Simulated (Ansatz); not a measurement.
bcc Ca (high-temperature phase), treated with BLYP in Ansatz (plane waves, PAW).

Excerpt of the program's output:

```
WARN output.stress: scf.convergence.dr2_threshold = 1e-7 eV (the SCF's general default) is looser than the 1e-10 eV advised for a printed stress (1e-10 eV for …
Relaxation: its limit of steps is 80 (relax.max_steps)
Crystal: 1 atoms, lattice volume = 43.054 Å³
Basis set: ecut = 520 eV, 1157 PW (Γ), exchange–correlation on 60×60×60 points (8 copies of the dense FFT grid, shifted against one another)
Bands: 9, of which v1, the nominal top of the filled ones, is band 5 counted from 1 (4 counted from 0)
Symmetry: 48 space group operations
Space group: Im-3m (ITA 229), of the structure as read, at distance tolerance 3.5e-5 Å
k-points: 195 of 5832
Functional: x = b88, c = lyp
SCF iter   1: F=—  HF=-1822.612244 eV  |F-HF|=—  |Δ(HF+E_count)|=         —  Δρ=3.10e-3  dr2=2.90e-3
SCF iter   2: F=—  HF=-1822.612763 eV  |F-HF|=—  |Δ(HF+E_count)|=   5.18e-4  Δρ=1.85e-3  dr2=1.31e-3
  ...
SCF iter   5: F=-1822.613383 eV  HF=-1822.613383 eV  |F-HF|=1.44e-7  |Δ(HF+E_count)|=   2.71e-6  Δρ=1.48e-5  dr2=5.24e-8
SCF iter   6: F=-1822.613383 eV  HF=-1822.613383 eV  |F-HF|=2.28e-8  |Δ(HF+E_count)|=   1.62e-7  Δρ=4.73e-6  dr2=1.01e-8
SCF 1 converged in 6 iterations: F = -1822.613383 eV  dr2 = 1.01e-8
relax step   1: F+E_penalty+E_count = -1822.61338291 eV  Δ(F+E_penalty+E_count) = +0.000e0 eV  max|allowed force component| = 0.000e0 eV/Å  Δτ_max = 0.0000 Å  (6 SCF iters, accepted)
SCF converged after 6 iterations
Free energy (F): -1822.613383 eV
Internal energy: -1822.599345 eV  (E = F + TS)
E sigma→0 (E₀):  -1822.606364 eV
Fermi energy:    5.311381 eV
--- Forces (eV/Å), atoms counted from 1 ---
  atom   1  Ca     0.00000000     0.00000000     0.00000000
--- Stress (GPa, compression-positive) ---
       -0.288580       0.000000      -0.000000
       -0.000000      -0.288580      -0.000000
       -0.000000      -0.000000      -0.288580
  P = ⅓ Tr σ = -0.2886 GPa (-2.886 kbar)
```

### Question
Write an input file that could have produced this run (the log leaves some choices open).

### Answer
One answer among several that fit: 
Ansatz 0.2 input:
```yaml
crystal:
  lattice:
    - [-2.2079317879, 2.2079317879, 2.2079317879]
    - [2.2079317879, -2.2079317879, 2.2079317879]
    - [2.2079317879, 2.2079317879, -2.2079317879]
  atoms:
    - { symbol: Ca, position: [0.0, 0.0, 0.0] }
basis:
  ecutwfc: 520
  ecutrho_ratio: 4
  xc_grid: 2
kpoints:
  mp_grid: { grid: [18, 18, 18] }
hamiltonian:
  xc: blyp
  dispersion: none
  pseudopotentials: { kind: paw }
scf:
  occupations: { method: fermi_dirac, width: 0.05 }
output:
  forces: false
  stress: true
  eigenvalues: true
relax:
  f_tol: 0.004
  escape_saddle: false
  max_steps: 80
```

The cell is one volume of an energy–volume scan, off the minimum.

The PAW data were made under PBE.

Note: symmetry holds this phase in the static calculation, where it need not be a minimum.

Ansatz is a program for electronic structure.
